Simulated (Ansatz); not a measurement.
Consider CsPbCl$_{3}$ in the cubic perovskite structure (space group Pm-3m, No. 221; a = 5.7356 Å).

Method: Kohn–Sham DFT with the PBE functional, run in Ansatz (an electronic-structure program) with PAW and 420 eV plane waves, no SOC.

For the base:

| Property | Value |
|---|---|
| Width of the top valence band | 2.05 eV |

Perturbation: hydrostatic tension (pressure −1 GPa).

Question: What does the calculation give for the width of the top valence band and mean gap deformation potential ΔEg/Δln V after the change?

Answer: The width of the top valence band drops by 0.333 eV to 1.71 eV; the mean gap deformation potential ΔEg/Δln V is +3.2 eV.

Spin-orbit coupling, missing from the scalar runs, can matter with Pb. Load acts through the strain it causes; cell and atoms are relaxed under it. Stability against distortions was not tested. Many cubic perovskites are stable only at high temperature; tilts and polar distortions were not tested. This is not the structure that CsPbCl3 has at room temperature and ambient pressure.
